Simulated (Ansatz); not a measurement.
## F on the 1x1 (10-10) surface of wurtzite ZnO (cut with top plane O + Zn), one in a 1x1 cell, started at the site 'hollow O-O-Zn-Zn-Zn'

Host crystal: wurtzite ZnO, with a band gap (PBE, scalar-relativistic without spin-orbit coupling).

Method: PBE (plane waves to 420 eV, PAW; Ansatz, a program for electronic structure).

Model: 17-atom slab, 9.4 Å thick at the start under the adsorbate (thin: gaps and levels are the slab's own), 6x4x1 mesh, Fermi-Dirac 0.01 eV, dipole correction, 8 atoms held, the rest relaxed; symmetry of the start imposed; spin-polarised, ending with about 0.6 μB a cell, a value that depends on the mesh; orders that need a larger cell were not tried, no spin-orbit, no U, no dispersion correction. The slab shows no gap over 0.04 eV on its mesh. At the end it is bonded to 2 Zn. In PBE this state lies 0.06 eV over the lowest of the starts that converged ('hollow O', where the adsorbate rearranged the host).

* **energy of the end state, in which the adsorbate broke or entered a bond of the host, against ½ F2(g)**: -30.4 kcal/mol
* **work function of the top face**: 8.38 eV
* **change of the step from the bottom to the top vacuum level, against the clean slab**: 2.60 eV
* **energy released by relaxation**: 1.85 eV
* **height of the binding atom over the mean of the host atoms within 0.3 Å of the top one**: 2.135 bohr
* **largest move of a host atom**: 0.73 Å
* **note**: in the relaxation the adsorbate left its starting site by 1.0 Å
* **cost**: very roughly 22 core-minutes

A negative adsorption energy means that the adsorbate is more stable on the surface than in its reference.
